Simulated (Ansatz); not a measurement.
**Computed paths: Ga-vacancy pair in wurtzite AlN, charge state -3**

Defect migration in wurtzite AlN: Ga-vacancy pair (Ga on one host Al site, one Al site vacant), charge state -3. Calculation: PBE, PAW (plane waves to 420 eV; Ansatz, an electronic-structure program).

Cell of 72 host sites held at the relaxed PBE lattice; the Γ point alone; Fermi-Dirac width 0.01 eV, spin-restricted; finite-size errors left in. No zero-point or tunnelling terms. The charge state is imposed; whether it is stable for some Fermi level was not computed. Forms of the defect that were not tried may lie lower.

Barriers: single points on a 2×2×2 k-point mesh shifted by half a step along c at the bands' geometries (they differ from the bands' own by up to 0.17 eV, and are uncertain by about as much).

| Route | Start site over the lowest site run (eV) | Hop (Å) | Forward barrier (eV) | Backward barrier (eV) | Neighbours at the start | Neighbours at the saddle | Saddle order | Forward, on the band's own sampling (eV) |
|---|---|---|---|---|---|---|---|---|
| Ga and the vacancy change places (Ga-vacancy distance between ideal sites 3.09 Å throughout) | 0.04 | 2.97 | 1.79 | 1.70 | N at 1.87, N at 1.97, 2 N at 2.02 Å | N at 1.78, N at 1.88 Å | inconclusive, on a symmetry element | 1.80 |
| a nearby Al atom hops onto the vacant site (Ga-vacancy distance between ideal sites 3.09 → 4.40 Å) | 0.04 | 3.04 | 2.21 | 2.22 | N at 1.80, N at 1.90, N at 1.92, N at 1.94 Å | N at 1.77, N at 2.13, N at 2.20, 2 N at 2.26 Å | first order | 2.37 |
| a nearby Al atom hops onto the vacant site (Ga-vacancy distance between ideal sites 3.09 → 5.40 Å) | 0.04 | 3.03 | 2.26 | 2.29 | N at 1.80, N at 1.91, N at 1.92, N at 1.94 Å | N at 1.77, N at 2.17, N at 2.19, N at 2.26, N at 2.28 Å | first order | 2.42 |

Paths come from nudged elastic bands with a climbing image. Of the routes that converged and passed our checks, the lowest saddle point lies 1.83 eV above the lowest of the sites run (Ga and the vacancy change places (Ga-vacancy distance between ideal sites 3.09 Å throughout)); other sites, such as split forms, and other routes may lie lower. A band can be held on a symmetry element, so unchecked saddle points there may be too high.
